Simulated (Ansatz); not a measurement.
Take HgS in the zinc blende structure (space group F-43m, No. 216; a = 5.812 Å) as the base. Axes: x, y, z lie along the cube axes.

Calculations: plane-wave PAW DFT at the LDA level (Ansatz, a first-principles code, 420 eV), scalar-relativistic without spin-orbit coupling.

For the base:

```
Item      Result
--------  ------
Band gap    zero
```

One thing is altered: the cell is compressed by 2.50 % along z with no lateral relaxation, atoms relaxed at fixed cell.

**Question.** Estimate the effect on the energy relative to the base.

**Answer.** The energy goes up by 3.8 meV/atom.

**Question.** Estimate the effect on the band gap.

**Answer.** The band gap remains zero.

Spin-orbit coupling, missing from the scalar runs, can matter with Hg. The cells carry an imposed strain or load. Whether these cells are dynamically stable was not tested. All final runs are without spin polarisation. Gaps under 0.05 eV, about the width of the smearing, are given as zero. The zero or small gap of HgS can change with the level of theory.
